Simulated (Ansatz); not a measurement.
Start from SnTe in the rock salt structure (space group Fm-3m, No. 225; a = 6.289 Å). Axes: x, y, z lie along the cube axes.

Calculations: PBEsol (Ansatz, a quantum-chemistry and plane-wave program), no spin-orbit coupling.

Base values:

Volume per atom: 31.09 Å³
Pressure: 0.0 GPa

The change: biaxial strain +1.25 %, plane normal [111], relaxed out of plane (Cartesian); in-plane vectors clamped, the third vector and the atoms free.

Question: What does the calculation give for the energy relative to the base after the change?

Answer: The energy grows by 2.1 meV/atom.

Question: Estimate the effect on the volume per atom.

Answer: The volume per atom increases by 0.37 Å³ to 31.46 Å³.

Question: Estimate the effect on the pressure.

Answer: The pressure (mean of the normal stresses, compression positive) goes from zero to -0.6 GPa.

Stability against distortions was not tested. All final runs are without spin polarisation.
